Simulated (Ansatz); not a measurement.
Take AlAs in the zinc blende structure (space group F-43m, No. 216; a = 5.675 Å) as the base. Axes: x, y, z lie along the cube axes.

Method: PBEsol (Ansatz, a program for electronic structure), no spin-orbit coupling.

Now apply this change: tensor shear ε_xy = −1.81 % (engineering shear γ = -0.0362), atoms relaxed at fixed cell.

**Question.** Predict the stress tensor and what it implies for the stiffness.

**Answer.** Stress of the strained cell less that of the base (GPa, compression positive):
```
   0.04    1.86    0.00
   1.86    0.04    0.00
   0.00    0.00   -0.03
```

Then −Δσ/γ with γ = 2ε = -0.0362 gives secant stiffness values (nonlinear terms included at this strain): C66 ≈ 51 GPa.

As a check, the harmonic strain energy −½ V₀ Δσ:ε is 4.8 meV/atom; the computed energy rise is 4.8 meV/atom.

Whether these cells are dynamically stable was not tested.
